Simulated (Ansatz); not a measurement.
Take Rh in the fcc (Cu type) structure (space group Fm-3m, No. 225) as the base.

```
Rh
1.0
    0.00000     1.90000     1.90000
    1.90000     0.00000     1.90000
    1.90000     1.90000     0.00000
Rh
1
Direct
  0.00000   0.00000   0.00000
```

Cartesian axes are those of the cell as printed.

Level of theory: r2SCAN (Ansatz, a program for electronic structure, PAW, no spin-orbit coupling).

Before the change:

| Quantity | Result |
|---|---|
| Pressure | 0.0 GPa |
| Volume per atom | 13.72 Å³ |

One thing is altered: compressive biaxial strain of 2.33 % in the plane normal to [001], as in epitaxy on a mismatched substrate; the out-of-plane cell vector and the atoms relax.

**Question.** How does this affect the pressure?

**Answer.** The pressure (mean of the normal stresses, compression positive) goes from zero to 8.3 GPa.

**Question.** How does this affect the energy relative to the base?

**Answer.** The energy increases by 24 meV/atom.

**Question.** How does this affect the volume per atom?

**Answer.** The volume per atom drops by 0.36 Å³ (13.72 Å³ → 13.36 Å³).

Without a gap, meshes like the base's 21×21×21 leave anisotropic stresses uncertain by several tenths of a GPa, and small strain energies with them. No phonon test of stability was made. The final runs are not spin-polarised.
